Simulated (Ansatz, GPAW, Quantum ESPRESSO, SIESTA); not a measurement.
## One structure in several programs: Hf2Hg (I4/mmm, 3 atoms in the cell)

Self-consistent single point, at a second geometry (lattice scaled by 0.98). First geometry:

```
CELL_PARAMETERS angstrom
     -1.65105     1.65105     5.75282
      1.65105    -1.65105     5.75282
      1.65105     1.65105    -5.75282
ATOMIC_POSITIONS crystal
  Hf 0.66573 0.66573 0.00000
  Hf 0.33427 0.33427 0.00000
  Hg 0.00000 0.00000 0.00000
```

Shared settings, as Ansatz (an electronic-structure program) writes them: kpoints.mp_grid.grid = 10 10 10; scf.occupations.method = gaussian; scf.occupations.width = 0.05 eV. Potentials and cutoffs stand in the table.

```json
[
 {"code": "SIESTA", "model": "LDA PW92, numerical atomic orbitals DZP, PseudoDojo LDA standard norm-conserving potentials (rewritten from UPF to PSML)", "ΔF from the first geometry (meV/atom)": "-28.7", "pressure (GPa)": "0.56", "largest force (eV/Å)": "0.282", "cutoff": "grid 400 Ry"},
 {"code": "Ansatz", "model": "LDA (PW92), PAW files made with PBE", "ΔF from the first geometry (meV/atom)": "4.5", "pressure (GPa)": "4.88", "largest force (eV/Å)": "0.066", "cutoff": "default"},
 {"code": "Quantum ESPRESSO", "model": "LDA (PZ), GBRV 1.5 ultrasoft (LDA) pseudopotentials", "ΔF from the first geometry (meV/atom)": "7.1", "pressure (GPa)": "4.70", "largest force (eV/Å)": "0.092", "cutoff": "40 Ry"},
 {"code": "GPAW", "model": "LDA (Perdew-Wang 92), GPAW PAW datasets LDA (gpaw-data 1.0.1)", "ΔF from the first geometry (meV/atom)": "8.3", "pressure (GPa)": "5.44", "largest force (eV/Å)": "0.023", "cutoff": "600 eV"}
]
```

For Quantum ESPRESSO (by 0.6 GPa) the energy change implies a higher mean pressure, against the two pressures, than for the other programs: a sign of finite-basis (Pulay) stress.

On Ansatz's run: spin-orbit coupling is off.

The spread over the programs that give each value: ΔF from the first geometry within 37.0 meV/atom; pressure within 4.88 GPa; largest force within 0.259 eV/Å.

SIESTA uses small atom-centred bases, whose incompleteness enters pressures, forces and empty levels differently from a plane-wave cutoff. Ansatz's pressure is given at a fixed set of plane waves, as the other plane-wave codes print theirs; with its correction for the finite basis it is 4.93 GPa. The same LDA comes in different parametrisations, which differ slightly. In the pressure, SIESTA (by 4.32) lies more than 1 GPa from the median of the plane-wave programs. In the force vectors, SIESTA (by 0.217) lies more than 0.08 eV/Å from the median of the plane-wave programs.

The starting cell comes from a database of computed structures (which also holds hypothetical and non-ambient phases and stackings), without a prior relaxation at this level. Its lattice was rescaled by a random factor within 2.5 % of one. For this run, on top of that: lattice scaled by 0.98.

Left out of this page: Elk (not drawn, or without a comparable value).

Keys are those of Ansatz 0.2.
